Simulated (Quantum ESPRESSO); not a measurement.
Quantum ESPRESSO 7.5, DFT, PBE, plane waves, SSSP 1.1.2 efficiency PBE: fcc Al with 2 Cu on Al sites (Al6Cu2), unrelaxed at the host's lattice constant, 8 atoms. Basis and mesh were picked for this test and aren't claimed converged.

```json
{
  "cell": "5.73, 5.73, 5.73 Å; 60, 60, 60°",
  "task": "scf",
  "k mesh": "5×5×5",
  "ecutwfc": "45 Ry",
  "ecutrho": "360 Ry",
  "occupations": "smearing",
  "smearing": "mv",
  "degauss": "0.02 Ry",
  "conv_thr": "8e-09 Ry",
  "tprnfor": "true",
  "tstress": "false",
  "k-point pools (-nk)": "8",
  "diagonalization": "david (default)",
  "k-points computed": "39",
  "bands": "34",
  "electrons": "56",
  "G-vectors of the density": "103619",
  "FFT grid": "72×72×72",
  "symmetry_operations": "4"
}
```

One run each.

All on 8 ranks. Base settings, kept where nothing else is said: mixing_mode = plain (default), mixing_beta = 0.7 (default), mixing_ndim = 8 (default). The settings tried:
- mixing_beta = 0.1
- mixing_mode = TF, mixing_beta = 1
- mixing_mode = TF, mixing_beta = 0.2
- the base settings
- mixing_mode = local-TF, mixing_beta = 0.4
- mixing_mode = local-TF
- mixing_beta = 1
- mixing_mode = local-TF, mixing_beta = 0.2
- mixing_mode = TF, mixing_beta = 0.1
- mixing_ndim = 16
- mixing_mode = local-TF, mixing_beta = 0.1
- mixing_mode = TF
- mixing_mode = TF, mixing_beta = 0.4
- mixing_ndim = 2
- mixing_ndim = 4
- mixing_beta = 0.2
- mixing_beta = 0.4

### Question
Predict which of these converge in the fewest SCF iterations.

### Answer
Fewest SCF iterations, with those close behind: mixing_mode = local-TF, mixing_beta = 0.2 (15); mixing_mode = TF (16); mixing_mode = local-TF, mixing_beta = 0.4 (16); mixing_beta = 0.4 (17); mixing_beta = 1 (17); mixing_ndim = 2 (17). Most among those that reach the base run's result: mixing_ndim = 16 (38); mixing_mode = TF, mixing_beta = 1 (35). All converged.

```
setting                                    SCF iterations        end
-----------------------------------------  --------------  ---------
mixing_mode = local-TF, mixing_beta = 0.2              15  converged
mixing_mode = TF                                       16  converged
mixing_mode = local-TF, mixing_beta = 0.4              16  converged
mixing_beta = 0.4                                      17  converged
mixing_beta = 1                                        17  converged
mixing_ndim = 2                                        17  converged
mixing_mode = local-TF                                 19  converged
mixing_mode = local-TF, mixing_beta = 0.1              21  converged
mixing_ndim = 4                                        21  converged
mixing_beta = 0.1                                      22  converged
mixing_beta = 0.2                                      22  converged
mixing_mode = TF, mixing_beta = 0.1                    23  converged
mixing_mode = TF, mixing_beta = 0.2                    24  converged
mixing_mode = TF, mixing_beta = 0.4                    26  converged
the base settings                                      28  converged
mixing_mode = TF, mixing_beta = 1                      35  converged
mixing_ndim = 16                                       38  converged
```
